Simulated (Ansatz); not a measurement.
For ScAlN2 (model structure, P3m1, No. 156, 4 atoms in the cell), PBEsol in Ansatz (PAW) gives:

```
Property                              Result
------------------------------  ------------
equilibrium lattice constant a       3.328 Å
c axis length                        5.100 Å
bulk modulus                         156 GPa
cohesive energy                 6.33 eV/atom
band gap                             3.26 eV
```

Question: What does r²SCAN (Ansatz, an electronic-structure program, PAW) give for the same quantities?

Answer: 
- lattice constant a: 3.322 Å (falls by 0.2 %)
- lattice parameter c: 5.167 Å (goes up by 1.3 %)
- bulk modulus: 167 GPa (increases by 7.1 %)
- cohesive energy: 5.95 eV/atom (shrinks by 0.38 eV/atom)
- band gap: 3.61 eV (grows by 0.35 eV)

Changes are worked out from the printed values.

Unless a cell is named, each level is at its own relaxed cell (PBEsol 12.23, r²SCAN 12.35 Å³/atom).

Density-functional gaps are differences of (generalised) Kohn–Sham levels.

Caveats: the bulk modulus is −V dP/dV from two relaxed cells at ±2 % in volume (PBEsol, r²SCAN). Ansatz's density-functional and Hartree–Fock values are scalar-relativistic unless marked +SOC, with PAW data made under PBE.

A model structure was made by putting elements into a prototype or built by hand; it is no filed structure, need not be a known phase, and can be a saddle point held by its symmetry.
